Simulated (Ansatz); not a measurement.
HfO2 (P4₂/mnm, No. 136, 6 atoms in the cell; start mp-776532; a measured phase of this formula has another space group), treated with LDA (PAW; Ansatz, an electronic-structure program).

Settings: plane-wave cutoff 520 eV, 8×8×12 k mesh (along the axes of the cell as run), perturbation theory, scalar-relativistic PAW data made under PBE.

Cell (relaxed at this level):

```
CELL_PARAMETERS angstrom
      4.78915     0.00000     0.00000
      0.00000     4.78915     0.00000
      0.00000     0.00000     3.18604
ATOMIC_POSITIONS crystal
  Hf 0.00000 0.00000 0.00000
  Hf 0.50000 0.50000 0.50000
  O  0.19510 0.80490 0.50000
  O  0.80490 0.19510 0.50000
  O  0.69510 0.69510 0.00000
  O  0.30490 0.30490 0.00000
```

**Question.** Give the computed high-frequency dielectric constant (mean over three axes) and static dielectric constant (mean over three axes).

**Answer.** 
- high-frequency dielectric constant (mean over three axes): 4.83
- static dielectric constant (mean over three axes): 27.3

Note: the relaxation could not lower the start's symmetry, so the cell can be a saddle point above a distorted one.

Spin–orbit coupling is not included.

Cost on a shared machine: roughly 60 core-minutes.

A start named mp-… is a Materials Project structure, which need not be a measured phase.
